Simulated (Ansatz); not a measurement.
# AlH3 (R-3c, No. 167, 8 atoms in the cell; start mp-23933)

The numbers are results of r²SCAN+rVV10 (PAW; Ansatz, a quantum-chemistry and plane-wave program), not measurements.

Settings: plane-wave cutoff 500 eV, 12×12×12 k mesh, Fermi–Dirac smearing 0.05 eV, scalar-relativistic PAW data made under PBE.

Cell (relaxed at this level):

AlH$_{3}$ has the trigonal space group R-3c, hexagonal axes (No. 167), Pearson symbol hR8. Conventional cell: a = b = 4.398 Å, c = 11.752 Å, α = β = 90.00°, γ = 120.00°. Al on 6b is coordinated by 6 H at 1.708 Å (octahedral). H on 18e is surrounded by 2 Al at 1.708 Å (bent). (Neighbours: up to the widest gap in distance over summed covalent radii, below 1.35, at either atom; cation-cation and far metal-metal contacts left out.)
(The calculation used a cell of 8 atoms; values per cell refer to that cell.)

| Quantity | Value |
|---|---|
| band gap | 3.12 eV (on the SCF k mesh) |

Note: the relaxation could not lower the start's symmetry, so the cell can be a saddle point above a distorted one.

The computed numbers hold no vibrational or temperature effects.

A start named mp-… is a Materials Project structure, which need not be a measured phase.
